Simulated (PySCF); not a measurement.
PySCF 2.14.0, BP86/def2-svp, df: Zr(I)2(OH)2 ([OH][Zr]([OH])([I])[I]), 7 atoms. The geometry is a generated start, not checked to be a minimum at this level.

```json
{
  "task": "energy",
  "method": "bp86",
  "basis": "def2-svp",
  "two_electron_scheme": "density fitting",
  "mol.max_memory": "3000 MB",
  "mf.max_cycle": "100",
  "mf.diis_space": "8 (default)",
  "mf.conv_tol": "1e-09 (default)",
  "mf.grids.level": "3 (default)",
  "effective_core_potentials": "those of the basis set, past Kr",
  "basis_functions": "121",
  "grid_points": "114088"
}
```

```xyz
7

Zr     0.1849     0.1368    -0.0724
I      1.8813     1.9613    -1.3093
I      2.0168    -1.3509     1.4026
O     -0.4668    -1.1027    -1.2722
H     -0.9759    -1.9051    -1.4201
O     -0.9024     1.0234     1.1251
H     -1.7379     1.2372     1.5463
```

Charge 0 and multiplicity 1 are set for this test and not shown to be the ground state.

With the defaults (mf.DIIS = CDIIS, mf.diis = true, mf.damp = 0, mf.diis_start_cycle = 1, mf.init_guess = minao, mf.level_shift = 0, newton = off, mf.diis_damp = 0) it converges in 20 Fock builds. One run each on 2 threads, 1 BLAS thread, with these changes:
- mf.diis = false, mf.damp = 0.7, mf.diis_start_cycle = 999
- mf.init_guess = huckel
- mf.DIIS = ADIIS
- newton = Hessian by the SCF's own integrals
- mf.level_shift = 0.1 Hartree
- mf.diis_damp = 0.3
- mf.diis = false
- mf.DIIS = EDIIS
- mf.level_shift = 0.3 Hartree

Task: Name the settings that don't reach the solution of the defaults.

Result: No convergence: mf.DIIS = EDIIS; mf.diis = false (the run ends without SCF convergence in 100 cycles). The rest reach the solution of the defaults.

| setting | Fock builds | end |
|---|---|---|
| mf.diis_damp = 0.3 | 16 | same solution |
| mf.level_shift = 0.1 Hartree | 19 | same solution |
| the defaults | 20 | same solution |
| mf.level_shift = 0.3 Hartree | 24 | same solution |
| mf.init_guess = huckel | 27 | same solution |
| mf.diis = false, mf.damp = 0.7, mf.diis_start_cycle = 999 | 29 | same solution |
| mf.DIIS = ADIIS | 30 | same solution |
| newton = Hessian by the SCF's own integrals | 71 | same solution |
| mf.DIIS = EDIIS | 101 | no convergence |
| mf.diis = false | 101 | no convergence |

Under newton the count holds the products with the orbital Hessian.
